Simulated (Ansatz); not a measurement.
**SrZrO3: response to strain**

The reference is SrZrO3 in the cubic perovskite structure (space group Pm-3m, No. 221; a = 4.130 Å). Axes: x, y, z lie along the cube axes.

Strains are applied to the cell and any free atomic positions relax; under biaxial strain the out-of-plane vector relaxes too; under stress the whole cell relaxes.

Levels (all Ansatz, a quantum-chemistry and plane-wave program, PAW): PBEsol (420 eV, without spin-orbit coupling); HSE06 (420 eV, no SOC).

Band gaps by level, all at the geometries relaxed with PBEsol:

```json
[
 {"case": "base", "PBEsol": "3.31 eV", "HSE06": "4.90 eV"},
 {"case": "biaxial strain +4.69 %, plane normal [001], relaxed out of plane", "PBEsol": "2.98 eV", "HSE06": "?"},
 {"case": "uniaxial stress, 3 GPa tension along z", "PBEsol": "3.26 eV", "HSE06": "?"}
]
```

Question: Complete the table.

Answer: 
- biaxial strain +4.69 %, plane normal [001], relaxed out of plane, HSE06: 4.55 eV
- uniaxial stress, 3 GPa tension along z, HSE06: 4.86 eV

Single points use the geometry relaxed with PBEsol. HSE06 was sampled on its mesh, a few special points and the semilocal edge points, so its gap is an upper bound. Beyond what the load breaks, stability against distortions was not tested. Many cubic perovskites are stable only at high temperature; tilts and polar distortions were not tested.
